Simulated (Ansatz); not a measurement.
Take TiSi₂ (space group Fddd, No. 70) as the base.

```
CELL_PARAMETERS angstrom
      0.00000     4.11477     4.26030
      2.38957     0.00000     4.26030
      2.38957     4.11477     0.00000
ATOMIC_POSITIONS crystal
  Si 0.66253 0.33747 0.66253
  Si 0.33747 0.66253 0.33747
  Si 0.58747 0.91253 0.58747
  Si 0.91253 0.58747 0.91253
  Ti 0.00000 0.00000 0.00000
  Ti 0.25000 0.25000 0.25000
```

Cartesian axes are those of the cell as printed.

Calculations: r2SCAN (Ansatz, a program for electronic structure), no SOC.

For the base:

```
Quantity            Value
---------------  --------
Volume per atom  13.96 Å³
```

Perturbation: biaxial strain +4.91 %, plane normal [001], relaxed out of plane (Cartesian); in-plane vectors clamped, the third vector and the atoms free.

Q: What does the calculation give for the volume per atom and energy relative to the base after the change?

A: The volume per atom rises by 1.21 Å³ to 15.17 Å³; the energy increases by 60 meV/atom.

Without a gap, meshes like the base's 13×13×13 leave anisotropic stresses uncertain by several tenths of a GPa, and small strain energies with them. Whether these cells are dynamically stable was not tested. The final runs are not spin-polarised.
